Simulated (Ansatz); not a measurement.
Functionals compared on a constructed model of the (000-1) surface of wurtzite ZnO, O-terminated, 2x2 Si adatom at H3 (bottom of the slab: 2 H on 4 bottom sites), in Ansatz (plane waves, PAW). The structure was relaxed with PBE; the other rows are single points on it. Cutoff 420 eV (500 eV for r2SCAN).

Set-up: 43 atoms, 13.7 Å thick at the start with caps and adatoms (thin: gaps and levels are the slab's own); mesh 4x4x1; 0.025 eV smearing; dipole correction on; 8 atoms held, the rest relaxed; symmetry of the start imposed; no spin, no spin-orbit, no U. It is one candidate, not shown to be the stable structure of the face. These notes are the PBE run's.

```json
[
 {"functional": "PBE", "gap of the slab on its k-mesh (eV)": "0.71", "highest filled level below the top vacuum level (eV)": "5.87", "rough cost of the single point": "–"},
 {"functional": "r2SCAN", "gap of the slab on its k-mesh (eV)": "0.79", "highest filled level below the top vacuum level (eV)": "6.09", "rough cost of the single point": "roughly 12 core-minutes"}
]
```

Ansatz is a program for electronic structure.
